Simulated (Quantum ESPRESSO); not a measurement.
**Zone-centre phonon calculation of CaMg₃ (Pmm2, 4 atoms in the cell) at several settings**

```xyz
4
Lattice="3.5293 0.0000 0.0000 0.0000 5.3744 0.0000 0.0000 0.0000 5.7975" Properties=species:S:1:pos:R:3 pbc="T T T"
Ca     0.0000     0.0000     1.0053
Mg     1.7646     0.0000     3.8445
Mg     1.7646     2.6872     1.9944
Mg     0.0000     2.6872     4.7508
```

Base: LDA (PZ), GBRV 1.5 ultrasoft (LDA) pseudopotentials (Quantum ESPRESSO). Its settings: ecutwfc = 40 Ry; ecutrho = 200 Ry; occupations = smearing; smearing = cold; degauss = 0.0073499 Ry; potentials = {Ca: ca_lda_v1.uspp.F.UPF, Mg: mg_lda_v1.4.uspp.F.UPF}; K_POINTS = automatic 6 4 4 0 0 0; conv_thr = 1e-10 Ry. Starting volume 27.49 Å³ per atom.

Each line gives the change from the base single point and the result:

- ecutwfc: 40 Ry → 28 Ry; ecutrho: 200 Ry → 140 Ry; ph.x.tr2_ph: default → 1e-14; ph.x.fildyn: default → dyn.G; dynmat.x.fildyn: default → dyn.G; dynmat.x.asr: default → simple: pressure -12.95 GPa; largest force (vector length) 0.064 eV/Å; zone-centre frequencies (cm⁻¹; negative means imaginary) 0, 0, 0, 83, 110, 120, 127, 157, 166, 166, 205, 207.
- ph.x.tr2_ph: default → 1e-14; ph.x.fildyn: default → dyn.G; dynmat.x.fildyn: default → dyn.G; dynmat.x.asr: default → simple: zone-centre frequencies (cm⁻¹; negative means imaginary) 0, 0, 0, 83, 110, 121, 128, 158, 166, 167, 205, 207.
- conv_thr: 1e-10 Ry → 7.3e-06 Ry; ph.x.tr2_ph: default → 1e-14; ph.x.fildyn: default → dyn.G; dynmat.x.fildyn: default → dyn.G; dynmat.x.asr: default → simple: pressure -2.20 GPa; largest force (vector length) 0.060 eV/Å; zone-centre frequencies (cm⁻¹; negative means imaginary) 0, 0, 0, 83, 110, 121, 128, 158, 166, 167, 205, 207.

The starting cell comes from a database of computed structures (which also holds hypothetical and non-ambient phases and stackings), without a prior relaxation at this level.

Frequencies and response belong to this unrelaxed cell, and polar modes hold no LO-TO splitting.
